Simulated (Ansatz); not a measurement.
Fluorite AuAl2

All values below come from PBEsol in Ansatz (PAW).

Settings: plane-wave cutoff 500 eV, 18×18×1 k mesh (along the axes of the cell as run), Fermi–Dirac smearing 0.1 eV, scalar-relativistic PAW data made under PBE.

Cell: relaxed at this level.

```
Quantity                              Value
--------------------------------  ---------
surface energy of the (111) face  1.23 J/m²
work function of the (111) face     4.39 eV
```

The slab of 18 atoms is relaxed and unreconstructed.

Spin–orbit coupling is not included; it can shift volumes and moduli of such heavy elements.

The result took around 12 core-minutes (rough).

Ansatz is an electronic-structure program.
